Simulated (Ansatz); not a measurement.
Where the default PAW files enter, the runs use the earlier of Ansatz's two default sets.

By LDA, the system below comes out a metal.

The ballistic (Sharvin) conductance counts the channels at the Fermi level: G/A = (e²/h) × channels of both spins per area.

Input:

```
CELL_PARAMETERS angstrom
      4.78547     0.00000     0.00000
      0.00000     5.99780     0.00000
      2.39274    -2.99890     2.99890
ATOMIC_POSITIONS crystal
  Al 0.34139 0.50000 0.31722
  Al 0.65861 0.50000 0.68278
  Al 0.84139 0.81722 0.31722
  Al 0.15861 0.18278 0.68278
  Cu 0.75000 0.00000 0.00000
  Cu 0.25000 0.00000 0.00000
```

Space group of this cell: I4/mcm. The cell is taken as given; by LDA its mean pressure is -2.4 GPa.

The current flows along the normal of the first two printed cell vectors, the (100) plane of the conventional cell. No spin-orbit coupling; the value is a mean over 0.1 eV about the Fermi level.

Q: State the ballistic conductance per area according to LDA (Ansatz, a quantum-chemistry and plane-wave program).

A: 0.98 × 10¹⁵ S/m² for both spins.
